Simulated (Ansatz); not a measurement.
Band structure of Ir (Fm-3m, 1 atom in the cell).

```yaml
crystal:
  lattice:
    - [0.00000, 1.95067, 1.95067]
    - [1.95067, 0.00000, 1.95067]
    - [1.95067, 1.95067, 0.00000]
  atoms:
    - { symbol: Ir, position: [0.00000, 0.00000, 0.00000] }
```

Method of the run: PBE (plane waves, PAW; Ansatz, a first-principles code).

Settings: kpoints.mp_grid.grid = 14 14 14; hamiltonian.xc = pbe; hamiltonian.pseudopotentials = {kind: paw} (the program's default PAW files); scf.occupations.method = gaussian; scf.occupations.width = 0.01 Ry; kpoints.band_path.npoints = 8.

The starting cell comes from a database of computed structures (which also holds hypothetical and non-ambient phases and stackings), without a prior relaxation at this level. Its lattice was rescaled by a random factor within 2.5 % of one. Spin-orbit coupling is off. Spin polarisation is off.

Levels in eV from the Fermi level, bands 5 to 12:
```csv
point,5,6,7,8,9,10,11,12
Γ,-10.53,-3.52,-3.52,-3.52,-1.03,-1.03,13.82,19.07
X,-7.29,-6.75,0.88,1.45,1.45,1.77,9.98,11.36
W,-5.74,-4.46,-4.46,-1.58,1.46,7.82,8.79,8.79
K,-6.38,-5.50,-2.61,-0.73,0.65,6.12,7.44,11.02
L,-7.52,-3.62,-3.62,-0.56,0.92,0.92,6.89,13.47
U,-6.38,-5.50,-2.61,-0.73,0.65,6.12,7.44,11.02
```

Bands cross the Fermi level along this path, so the cell is metallic at this level.

Keys are those of Ansatz 0.2.
